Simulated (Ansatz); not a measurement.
# MgS: transverse stress against strain

MgS (rock salt, Fm-3m, 17.607 Å³/atom at rest, cube axes along x, y and z) under a strain ε along a cube axis (axis z), the other axes held. r2SCAN in Ansatz, a plane-wave DFT program (PAW, default set), 500 eV, 11×11×11 Γ-centred mesh, Fermi-Dirac smearing 0.05 eV; ions are relaxed within the symmetry of each cell. Stress is positive for a compressed cell.

Here s stands for strain and y for stress xx.

```csv
strain (%),stress xx (GPa)
-3.00,?
-1.50,0.68
-1.00,0.45
-0.50,0.22
0.00,0.00
0.50,-0.22
1.00,-0.43
1.50,-0.64
```

Question: Using a straight line, estimate the missing y at s = -3.00 from the other rows, showing the fit.

Answer: Means: s 0, y 0.009. About the means, the sum of products is -3.0800 and the sum of squares of s is 7.0000; the slope is their ratio. Least squares gives y = 0.009 - 0.4400·s. Residuals (row less fit): 0.011, 0.001, -0.009, -0.009, -0.009, 0.001, 0.011; standard error 0.010 (degrees of freedom: 5). The slope gives the elastic constant C12 = 44 ± 0.4 GPa. At the withheld row, y = 0.009 - 0.4400 × (-3.0) = 1.329 GPa. The calculation gives 1.41 GPa, 0.081 GPa above the prediction (4.0 % of the range of y in the table). The row lies outside the fitted rows, so this is an extrapolation. From the scatter of the fitted rows alone, a prediction at this place has a standard error of 0.015 GPa, so the miss is 5.4 times that.

One order more, fitted to all 13 runs of the series, follows each within 0.01, so the miss is the next term of a smooth law. Rows are the converged runs of the series near zero and its far end; series whose fitted rows scatter by over a few per cent of the range, as at a crossing or softening among them, aren't shown in this form. Most that stay on the fit to the last digits aren't either.
